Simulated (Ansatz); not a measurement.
## Al_Cu in fcc Cu

Calculation: PBE, PAW (plane waves to 420 eV; Ansatz, a first-principles code). Set-up: 32-site cell; 6×6×6 shifted k-points; start: the Cu site; no Hubbard U; energies good to tenths of an eV; the relaxation kept the symmetry of the starting site.

Neighbours after relaxation, in Å: of the Al atom: Cu 2.58, Cu 2.58, Cu 2.58, Cu 2.58, Cu 2.58, Cu 2.58, Cu 2.58, Cu 2.58 (the shell may go on).

Formation energies E_f are those of the neutral cell. Chemical conditions: impurity bounded by its compound with the host (Δμ(Cu) = 0.00 eV, Δμ(Al) = -0.77 eV, bounded by AlCu3 (Pmmn); only phases computed here count, gases as isolated molecules at 0 K). Reference phases: Al: fcc Al, Cu: fcc Cu.

```
charge         moment (μB)  point group  largest move off a lattice site (Å)  E_f, impurity bounded by its compound with the host (eV)
------  ------------------  -----------  -----------------------------------  --------------------------------------------------------
0       not spin-polarised           Oh                                 0.01                                                      0.04
```

Point groups are those of the whole cell at tolerances of 0.03 and 0.1 Å ("near" where only the looser one holds); none is given for unsettled states.

All states together cost about 8 core-minutes (a rough figure).
